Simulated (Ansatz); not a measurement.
**A computed series for GaN: pressure series**

Take GaN in the wurtzite structure (space group P6_3mc, No. 186) as the base.

Space group P6₃mc (No. 186); a = 3.1826 Å, b = 3.1826 Å, c = 5.1854 Å, α = 90.00°, β = 90.00°, γ = 120.00°

| atom | site | symmetry | x | y | z |
|---|---|---|---|---|---|
| Ga | 2b | 3m. | 0.3333 | 0.6667 | 0.0002 |
| N | 2b | 3m. | 0.3333 | 0.6667 | 0.3768 |

Cell and atoms are relaxed at each pressure.

Calculations: Kohn–Sham DFT with the PBEsol functional, run in Ansatz (an electronic-structure program) with PAW and 420 eV plane waves, scalar-relativistic without spin-orbit coupling.

Candidates:
(a) pressure −2 GPa
(b) pressure 9 GPa
(c) pressure 22.5 GPa
(d) pressure 0.9 GPa
(e) pressure −1 GPa

Base values:

The band gap comes out as 1.88 eV.

Q: Order them by band gap, highest first.

A: (c) pressure 22.5 GPa (2.51 eV), (b) pressure 9 GPa (2.16 eV), (d) pressure 0.9 GPa (1.91 eV), (e) pressure −1 GPa (1.84 eV), (a) pressure −2 GPa (1.80 eV)

Load acts through the strain it causes; cell and atoms are relaxed under it. Stability against distortions was not tested. Tetrahedral semiconductors of this kind turn to denser phases somewhere between about 1 and 50 GPa; those were not computed, so compressed cells here can lie past the real transition.
